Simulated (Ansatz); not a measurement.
## A computed series for SnPt: response to strain

The parent structure is SnPt in the NiAs type structure (space group P6_3/mmc, No. 194; a = 4.1250 Å, c = 5.4402 Å; relaxed with 0.1 eV smearing). Axes: x lies along a and z along c of the hexagonal cell.

Strains are applied to the cell and any free atomic positions relax; under biaxial strain the out-of-plane vector relaxes too.

The values are results of PBEsol, PAW, 420 eV (Ansatz, an electronic-structure program; spin-orbit coupling left out), not measurements.

Notes on the quantities. in-plane stress: mean in-plane stress (compression positive).

| change | volume per atom | in-plane stress |
|---|---|---|
| base | 20.04 Å³ | – |
| biaxial strain −1.42 %, plane normal [001], relaxed out of plane | 19.66 Å³ | +3.9 GPa |
| biaxial strain −1.00 %, plane normal [001], relaxed out of plane | 19.77 Å³ | +2.7 GPa |
| biaxial strain −0.53 %, plane normal [001], relaxed out of plane | 19.89 Å³ | +1.4 GPa |
| biaxial strain +0.16 %, plane normal [001], relaxed out of plane | 20.09 Å³ | -0.4 GPa |
| isotropic strain −3.51 % | 18.00 Å³ | – |

No phonon test of stability was made. The final runs are not spin-polarised.
